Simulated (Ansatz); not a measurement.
# Mg2Si: thickness series

The reference is Mg2Si (space group Fm-3m, No. 225; a = 6.326 Å). Axes: x, y, z lie along the cube axes.

Free-standing slabs (3 atom(s) a layer) normal to [111] with 15 Å of vacuum; in-plane cell held at bulk.

Level of theory: PBEsol (Ansatz, a quantum-chemistry and plane-wave program), no spin-orbit coupling.

```json
[
 {"case": "base", "change of the spacing d12 from its bulk value of 0.913 Å": "–", "change of the spacing d23 from its bulk value of 0.913 Å": "–", "band gap": "0.12 eV"},
 {"case": "1 layer", "change of the spacing d12 from its bulk value of 0.913 Å": "-14.9 %", "change of the spacing d23 from its bulk value of 0.913 Å": "–", "band gap": "0.76 eV"},
 {"case": "2 layers", "change of the spacing d12 from its bulk value of 0.913 Å": "-27.3 %", "change of the spacing d23 from its bulk value of 0.913 Å": "+11.5 %", "band gap": "0.67 eV"},
 {"case": "3 layers", "change of the spacing d12 from its bulk value of 0.913 Å": "___", "change of the spacing d23 from its bulk value of 0.913 Å": "___", "band gap": "0.48 eV"},
 {"case": "4 layers", "change of the spacing d12 from its bulk value of 0.913 Å": "-26.2 %", "change of the spacing d23 from its bulk value of 0.913 Å": "+8.8 %", "band gap": "0.38 eV"},
 {"case": "5 layers", "change of the spacing d12 from its bulk value of 0.913 Å": "-26.2 %", "change of the spacing d23 from its bulk value of 0.913 Å": "+8.8 %", "band gap": "0.32 eV"},
 {"case": "6 layers", "change of the spacing d12 from its bulk value of 0.913 Å": "-26.2 %", "change of the spacing d23 from its bulk value of 0.913 Å": "+8.7 %", "band gap": "0.28 eV"}
]
```

### Question
Complete the table.

### Answer

- 3 layers, change of the spacing d12 from its bulk value of 0.913 Å: -26.4 %
- 3 layers, change of the spacing d23 from its bulk value of 0.913 Å: +8.9 %

Whether these cells are dynamically stable was not tested. A zero or small gap of Mg2Si can be the functional's error rather than a property of the material.
